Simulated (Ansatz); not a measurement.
**fcc Al (0 0 1) on 3C silicon carbide (0 0 1) (film strained to the substrate, faces as cut)**

A periodic stack without vacuum, fcc Al (0 0 1) on 3C silicon carbide (0 0 1) (film strained to the substrate, faces as cut): substrate slab C24Si20, film Al30, surface cells [[2, 0], [2, 2]] and [[-3, -1], [-1, -2]], film strained by -3.1 and -3.1 %, faces C/C and Al/Al as cut (like faces can put a slab off its formula).

The start was prepared with a machine-learned potential, and the result is one local minimum, with the in-plane cell held and forces under 0.04 eV/Å; the film can end far from its bulk form.

Level of theory: PBE (plane waves to 420 eV, PAW; Ansatz, a quantum-chemistry and plane-wave program). Spin–orbit coupling is left out; the runs are not spin-polarised; PBE gaps are too small against experiment. Its k-point mesh 4×4×1, Fermi–Dirac width 0.05 eV.

| Property | Value |
|---|---|
| interface area | 38.4 Å² |
| period | 24.29 Å |
| gaps between the outermost planes at the two interfaces | 1.05 and 1.05 Å |
| Al–C contacts across the interfaces within 1.22 times the sum of covalent radii | 20, mean 2.01 Å |
| Al–Si contacts across the interfaces within 1.22 times the sum of covalent radii | 2, mean 2.75 Å |
| hole barrier (PBE) | 0.67 eV |
| electron barrier (PBE) | 0.70 eV |

```
CELL_PARAMETERS angstrom
      6.19400     0.00028     0.05782
      0.00027     6.19396    -0.06326
     -0.28420     0.26228    24.29016
ATOMIC_POSITIONS crystal
  C  0.01822 0.25246 0.12151
  C  0.52923 0.25270 0.12152
  C  0.02137 0.75232 0.12200
  C  0.52595 0.75293 0.12201
  C  0.26829 0.00377 0.03657
  C  0.76877 0.99437 0.02687
  C  0.27773 0.50193 0.03661
  C  0.77699 0.51093 0.02690
  C  0.02591 0.25253 0.30135
  C  0.52464 0.25211 0.30134
  C  0.02517 0.75243 0.30257
  C  0.52543 0.75214 0.30255
  C  0.27462 0.00257 0.21123
  C  0.77471 0.00184 0.21245
  C  0.27433 0.50233 0.21122
  C  0.77429 0.50310 0.21244
  C  0.03520 0.24780 0.48689
  C  0.51854 0.25588 0.48691
  C  0.02591 0.74739 0.47718
  C  0.52773 0.75675 0.47722
  C  0.27580 0.00439 0.39177
  C  0.77595 0.00764 0.39227
  C  0.27640 0.49987 0.39179
  C  0.77618 0.49663 0.39230
  Si 0.02142 0.00224 0.16674
  Si 0.52719 0.00253 0.16678
  Si 0.02097 0.50250 0.16677
  Si 0.52674 0.50280 0.16674
  Si 0.77328 0.25256 0.07324
  Si 0.27338 0.25268 0.07873
  Si 0.77323 0.75263 0.07678
  Si 0.27328 0.75280 0.07735
  Si 0.02565 0.00531 0.34701
  Si 0.52541 0.00487 0.34703
  Si 0.02594 0.49956 0.34706
  Si 0.52570 0.49912 0.34702
  Si 0.77488 0.25240 0.25689
  Si 0.27486 0.25238 0.25631
  Si 0.77490 0.75236 0.25747
  Si 0.27488 0.75235 0.25689
  Si 0.77644 0.25197 0.44055
  Si 0.27652 0.25197 0.43698
  Si 0.77640 0.75211 0.43507
  Si 0.27650 0.75208 0.43644
  Al 0.77494 0.75194 0.62008
  Al 0.36937 0.94664 0.62721
  Al 0.57924 0.34727 0.63292
  Al 0.17968 0.55687 0.62765
  Al 0.96955 0.15757 0.63249
  Al 0.98216 0.52124 0.53000
  Al 0.55351 0.53447 0.53111
  Al 0.57189 0.98260 0.53014
  Al 0.27701 0.25238 0.55018
  Al 0.00151 0.96888 0.53121
  Al 0.77477 0.75188 0.80023
  Al 0.37276 0.95322 0.80059
  Al 0.56840 0.35398 0.79932
  Al 0.17604 0.55048 0.80062
  Al 0.98065 0.14968 0.79943
  Al 0.87682 0.45796 0.71447
  Al 0.47587 0.65372 0.71326
  Al 0.67255 0.04586 0.71441
  Al 0.27439 0.25151 0.71354
  Al 0.07307 0.85062 0.71317
  Al 0.77289 0.75257 0.96358
  Al 0.48965 0.02843 0.98256
  Al 0.50316 0.45808 0.98377
  Al 0.05542 0.47647 0.98269
  Al 0.04174 0.04786 0.98369
  Al 0.86927 0.44706 0.88113
  Al 0.46921 0.65711 0.88622
  Al 0.67966 0.05676 0.88104
  Al 0.27466 0.25192 0.89373
  Al 0.07944 0.84673 0.88655
```
